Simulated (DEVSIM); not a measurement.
System: Schottky contact on p-type Ge, at 300 K.

| layer (left to right) | material | thickness (μm) | Na (cm⁻³) | τn (s) | τp (s) |
|---|---|---|---|---|---|
| 1 | Ge | 0.390 | 4.6e15 | 5.8e-7 | 5.8e-7 |

Left contact: Schottky, work function 4.374 eV, emission velocity 1.6e6 cm/s. Right contact: ohmic. Voltage is applied to the left contact. Recombination: SRH at mid-gap, radiative. Mobility is constant in doping.

Constants are typed, rounded textbook-type inputs, not results; the design itself was drawn at random and stands for no fabricated device. Values at 300 K.

```tsv
parameter	Ge
gap (eV)	0.664
affinity (eV)	4
permittivity	16
Nc (cm⁻³)	1.04e19
Nv (cm⁻³)	6e18
μn (cm²/Vs)	3900
μp (cm²/Vs)	1900
B (cm³/s)	6.4e-14
```

Simulated with DEVSIM: 1D drift-diffusion, Boltzmann statistics, complete ionisation; no tunnelling, impact ionisation, image-force lowering or self-heating. Metal contacts follow the ideal Schottky-Mott rule: no Fermi-level pinning, no interface dipoles.

Tabulate band edges, carrier densities and field at zero bias.

Energies count from the Fermi level of the right contact; mesh points crowd at the junctions.

| x (μm) | Ec (eV) | Ev (eV) | n (cm⁻³) | p (cm⁻³) | field (V/cm) |
|---|---|---|---|---|---|
| 0.000 | 0.374 | -0.290 | 5.4e12 | 8.1e13 | 9100 |
| 0.005377 | 0.379 | -0.285 | 4.5e12 | 9.7e13 | 8800 |
| 0.01180 | 0.384 | -0.280 | 3.6e12 | 1.2e14 | 8500 |
| 0.01948 | 0.391 | -0.273 | 2.8e12 | 1.5e14 | 8100 |
| 0.03283 | 0.401 | -0.263 | 1.9e12 | 2.3e14 | 7400 |
| 0.04461 | 0.409 | -0.255 | 1.4e12 | 3.2e14 | 6800 |
| 0.05870 | 0.419 | -0.245 | 9.6e11 | 4.5e14 | 6200 |
| 0.08317 | 0.432 | -0.232 | 5.7e11 | 7.7e14 | 5100 |
| 0.1048 | 0.442 | -0.222 | 3.9e11 | 1.1e15 | 4200 |
| 0.1364 | 0.454 | -0.210 | 2.5e11 | 1.8e15 | 3000 |
| 0.1684 | 0.462 | -0.202 | 1.8e11 | 2.4e15 | 2100 |
| 0.2176 | 0.470 | -0.194 | 1.3e11 | 3.3e15 | 1200 |
| 0.2503 | 0.473 | -0.191 | 1.2e11 | 3.7e15 | 780 |
| 0.2776 | 0.475 | -0.189 | 1.1e11 | 4.0e15 | 550 |
| 0.3085 | 0.476 | -0.188 | 1.0e11 | 4.2e15 | 380 |
| 0.3263 | 0.477 | -0.187 | 1.0e11 | 4.3e15 | 320 |
| 0.3412 | 0.477 | -0.187 | 9.9e10 | 4.4e15 | 280 |
| 0.3537 | 0.478 | -0.186 | 9.8e10 | 4.5e15 | 250 |
| 0.3678 | 0.478 | -0.186 | 9.7e10 | 4.5e15 | 230 |
| 0.3759 | 0.478 | -0.186 | 9.6e10 | 4.5e15 | 230 |
| 0.3827 | 0.478 | -0.186 | 9.6e10 | 4.6e15 | 220 |
| 0.3900 | 0.479 | -0.185 | 9.5e10 | 4.6e15 | 220 |
